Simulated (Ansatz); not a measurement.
Carrier properties of Si under load (space group I4_1/amd)

Given:

```xyz
2
Lattice="0.0000 2.7106 2.7390 2.7106 0.0000 2.7390 2.7106 2.7106 0.0000" Properties=species:S:1:pos:R:3 pbc="T T T"
Si     1.3553     1.3553     1.3695
Si     0.0000     0.0000     0.0000
```

All values below come from PBEsol with spin-orbit coupling, rigid bands (plane waves, PAW; Ansatz, a program for electronic structure). Condition of this run: uniaxial stress zz = -1 GPa (compression positive) (the target of the relaxation). Cell: cell and atoms relaxed with PBEsol, then loaded as said.

| Quantity | Result |
|---|---|
| band gap | 0.40 eV |
| electron conductivity mass (300 K, dilute) | 0.34 (x), 0.34 (y), 0.21 (z) mₑ |
| hole conductivity mass (300 K, dilute) | 0.33 (x), 0.33 (y), 0.36 (z) mₑ |
| effective density of states N_c (300 K) | 2.0e19 cm⁻³ |
| effective density of states N_v (300 K) | 1.2e19 cm⁻³ |
| density-of-states mass, electrons | 0.85 mₑ |
| density-of-states mass, holes | 0.61 mₑ |
| Seebeck coefficient, n-type 1e19 cm⁻³, 300 K | -282 μV/K |
| Seebeck coefficient, p-type 1e19 cm⁻³, 300 K | 293 μV/K |
| best p-type power factor at 300 K for τ = 10 fs (best axis; densities from 1e16 to 1e21 cm⁻³ tried, whether or not they can be reached) | 14.7 μW/(cm·K²) at 1e20 cm⁻³ |

Rigid bands; masses and Seebeck coefficients take one relaxation time τ for all states and one kind of carrier; polarons and phonon drag are left out.
